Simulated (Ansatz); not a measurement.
CuGe₂N₃ (Cmc2₁, No. 36, 12 atoms in the cell; start mp-1246877), treated with PBEsol (Ansatz, an electronic-structure program, plane waves, PAW).

Output (set-up and result lines):

```
Crystal: 12 atoms, lattice volume = 133.538 Å³
Basis set: ecut = 520 eV, 3581 PW (Γ), exchange–correlation on 90×90×80 points (8 copies of the dense FFT grid, shifted against one another)
Bands: 75, of which v1, the nominal top of the filled ones, is band 62 counted from 1 (61 counted from 0)
Symmetry: 4 space group operations
Space group: Cmc21 (ITA 36), of the structure as read, at distance tolerance 5.1e-5 Å
k-points: 301 of 1728 (time reversal used)
Functional: x = pbesol(κ = 0.804, μ = 0.12345679012345678), c = pbesol(β = 0.046)
SCF iter   1: F=—  HF=-32462.842967 eV  |F-HF|=—  |Δ(HF+E_count)|=         —  Δρ=1.30e-2  dr2=2.18e-1
SCF iter   2: F=—  HF=-32462.785793 eV  |F-HF|=—  |Δ(HF+E_count)|=   5.72e-2  Δρ=5.00e-3  dr2=3.92e-2
  ...
SCF iter   9: F=—  HF=-32462.775454 eV  |F-HF|=—  |Δ(HF+E_count)|=   6.77e-9  Δρ=7.26e-7  dr2=8.64e-10
SCF iter  10: F=-32462.775454 eV  HF=-32462.775454 eV  |F-HF|=1.09e-11  |Δ(HF+E_count)|=  1.46e-10  Δρ=2.28e-7  dr2=6.71e-11
SCF 1 converged in 10 iterations: F = -32462.775454 eV  dr2 = 6.71e-11
SCF converged after 10 iterations
Free energy (F): -32462.775454 eV
Internal energy: -32462.773740 eV  (E = F + TS)
E sigma→0 (E₀):  -32462.774597 eV
Fermi energy:    12.633474 eV
--- Stress (GPa, compression-positive) ---
       -0.004130       0.000000       0.000000
        0.000000      -0.002772       0.000000
        0.000000       0.000000      -0.001915
  P = ⅓ Tr σ = -0.0029 GPa (-0.029 kbar)
```

Question: Write an input file that could have produced this run (the log leaves some choices open).

Answer: One answer among several that fit: 
Ansatz 0.2 input:
```yaml
crystal:
  lattice:
    - [4.7333987719, -2.7258478247, 0.0]
    - [4.7333987719, 2.7258478247, 0.0]
    - [0.0, 0.0, 5.1748633094]
  atoms:
    - { symbol: Cu, position: [0.6706454658, 0.3293545342, 0.9964540377] }
    - { symbol: Cu, position: [0.3293545342, 0.6706454658, 0.4964540377] }
    - { symbol: Ge, position: [0.3320171249, 0.9951912198, 0.0081521222] }
    - { symbol: Ge, position: [0.6679828751, 0.0048087802, 0.5081521222] }
    - { symbol: Ge, position: [0.0048087802, 0.6679828751, 0.0081521222] }
    - { symbol: Ge, position: [0.9951912198, 0.3320171249, 0.5081521222] }
    - { symbol: N, position: [0.3338208929, 0.031952218, 0.6442059414] }
    - { symbol: N, position: [0.6661791071, 0.968047782, 0.1442059414] }
    - { symbol: N, position: [0.968047782, 0.6661791071, 0.6442059414] }
    - { symbol: N, position: [0.031952218, 0.3338208929, 0.1442059414] }
    - { symbol: N, position: [0.687346366, 0.312653634, 0.6108398351] }
    - { symbol: N, position: [0.312653634, 0.687346366, 0.1108398351] }
basis:
  ecutwfc: 520
  ecutrho_ratio: 4
  xc_grid: 2
kpoints:
  mp_grid: { grid: [12, 12, 12] }
hamiltonian:
  xc: pbesol
  dispersion: none
  pseudopotentials: { kind: paw }
scf:
  occupations: { method: fermi_dirac, width: 0.05 }
  convergence: { dr2_threshold: 0.0000000012 }
output:
  forces: true
  stress: true
  eigenvalues: true
```

The PAW data were made under PBE.

The result took very roughly 8 core-minutes.

A start named mp-… is a Materials Project structure, which need not be a measured phase.
